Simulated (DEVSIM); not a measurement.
Structure: abrupt Si n-p junction, at 300 K.

```tsv
layer (left to right)	material	thickness (μm)	Nd (cm⁻³)	Na (cm⁻³)	τn (s)	τp (s)
1	Si	0.670	2e18	-	1.8e-6	1.8e-6
2	Si	7.00	-	1.2e17	1.8e-6	1.8e-6
```

Left contact: ohmic. Right contact: ohmic. Voltage is applied to the left contact. Recombination: SRH at mid-gap. Mobility is constant in doping.

This is a model device: material constants are rounded textbook-type values typed into the input, and sizes, dopings and lifetimes were drawn at random. Values at 300 K.

```tsv
parameter	Si
gap (eV)	1.124
affinity (eV)	4.05
permittivity	11.7
Nc (cm⁻³)	2.86e19
Nv (cm⁻³)	3.1e19
μn (cm²/Vs)	1417
μp (cm²/Vs)	470
```

DEVSIM, 1D drift-diffusion, Boltzmann statistics, complete ionisation; no tunnelling, impact ionisation, image-force lowering or self-heating.

Q: Give the dark forward current.

A: 
(V (V), J (A/cm²)): (-0.05, -6.7e-10); (-0.10, -2.6e-9); (-0.15, -9.6e-9); (-0.20, -4.1e-8); (-0.25, -2.1e-7); (-0.30, -1.2e-6); (-0.35, -7.9e-6); (-0.40, -5.3e-5); (-0.45, -0.00036); (-0.50, -0.0025); (-0.55, -0.017); (-0.60, -0.12); (-0.65, -0.82); (-0.70, -5.7); (-0.75, -38); (-0.80, -240); (-0.85, -1100); (-0.90, -3400)
